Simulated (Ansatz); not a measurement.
W2B (model structure, started from the Cu2Sb type, P4/nmm, No. 129, 6 atoms in the cell) was calculated with PBEsol (plane waves, PAW; Ansatz, an electronic-structure program).

Settings: plane-wave cutoff 520 eV, 14×14×10 k mesh (along the axes of the cell as run), Fermi–Dirac smearing 0.05 eV, no spin polarisation, scalar-relativistic PAW data made under PBE.

Cell (relaxed at this level):

```
CELL_PARAMETERS angstrom
      3.45783     0.00000     0.00000
      0.00000     3.45783     0.00000
      0.00000     0.00000     6.36249
ATOMIC_POSITIONS crystal
  W  0.00000 0.00000 0.00000
  W  0.50000 0.50000 0.00000
  W  0.50000 0.00000 0.35974
  W  0.00000 0.50000 0.64026
  B  0.50000 0.00000 0.72162
  B  0.00000 0.50000 0.27838
```

### Question
Estimate the bulk modulus that the calculation returns.

### Answer

bulk modulus: 310 GPa

Note: the run has no spin polarisation, so it can have missed a magnetic state; the bulk modulus is −V dP/dV from two relaxed cells at ±2 % in volume; the relaxation could raise the start's symmetry but not lower it, so the cell can be a saddle point.

Spin–orbit coupling is not included; it can open a gap where bands touch, and shift volumes and moduli.

The computed numbers hold no vibrational or temperature effects.

A model structure was made by putting elements into a prototype or built by hand; it is no filed structure, need not be a known phase, and can be a saddle point held by its symmetry.
